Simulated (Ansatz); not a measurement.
C (I4_1/amd), r2SCAN, rigid bands (Ansatz, a quantum-chemistry and plane-wave program): Condition of this run: biaxial stress in (001) of -33 GPa (compression positive) (the target of the relaxation). band gap 3.24 eV, N_c = 1.65e19 cm⁻³ and N_v = 5.08e18 cm⁻³ at 300 K, conductivity masses along y (a = (0.00, 1.83, 1.76) Å; b = (1.83, 0.00, 1.76) Å; c = (1.83, 1.83, 0.00) Å) of 0.280 mₑ (electrons) and 0.287 mₑ (holes). Take k_BT = 0.02585 eV.

Question: Find the intrinsic carrier density and the intrinsic Fermi level.

Answer: n_i = √(N_c N_v) exp(−E_g/2k_BT) = 9.16e18 × exp(−62.66) = 5.6e-9 cm⁻³. The level lies (k_BT/2) ln(N_v/N_c) = -15 meV from mid-gap (positive towards the conduction band). Each 0.1 eV added to the gap lowers n_i by a factor of 6.9.

Question: What thermal injection velocity √(2k_BT/πm) limits a ballistic channel along the direction named?

Answer: 1.02e7 cm/s for electrons and 1.00e7 cm/s for holes, a ratio of √(m_h/m_e) = 1.01, for dilute carriers.

Question: A film of it is 5 nm thick, with its normal along the direction named. Estimate the confinement energies in an infinite well.

Answer: ħ²π²/(2m t²) = 0.376 eV·nm²/(m/mₑ × t²) gives 53.7 meV for electrons and 52.4 meV for holes, so the gap would widen to about 3.35 eV. Finite barriers and nonparabolic bands lower this, and with several valleys or bands the heaviest mass along the normal sets the lowest level, not this average.

Rigid, parabolic bands with the computed gap; masses take one relaxation time for all states. Spin-orbit coupling is left out. Geometry: cell and atoms relaxed with PBEsol.
